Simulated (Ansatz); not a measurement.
Base system: CdS in the zinc blende structure (space group F-43m, No. 216; a = 5.878 Å). Axes: x, y, z lie along the cube axes.

Method: r2SCAN in Ansatz (plane waves to 500 eV, PAW, no spin-orbit coupling).

Base values:

The valence-band top at Γ is 0.00, 0.00, 0.00 eV and the electron mass comes out as 0.15 mₑ (at Γ).

Perturbation: uniaxial strain ε_zz = −2.00 %, all other strain components held at zero; the atoms relax in the strained cell.

How does this affect the stress, valence-band top at Γ and electron mass?

The stress (xx, yy, zz, yz, xz, xy; compression positive) amounts to (1.16, 1.16, 1.49, 0.00, 0.00, 0.00) GPa; the valence-band top at Γ (three highest levels, from the VBM) changes from 0.00, 0.00, 0.00 eV to 0.00, -0.06, -0.06 eV; the electron mass is still 0.15 mₑ (at Γ).

The levels and masses belong to the bands next to the band gap. Effective masses come from finite differences of ±0.01 Å⁻¹. Whether these cells are dynamically stable was not tested.

Ansatz is a program for electronic structure.
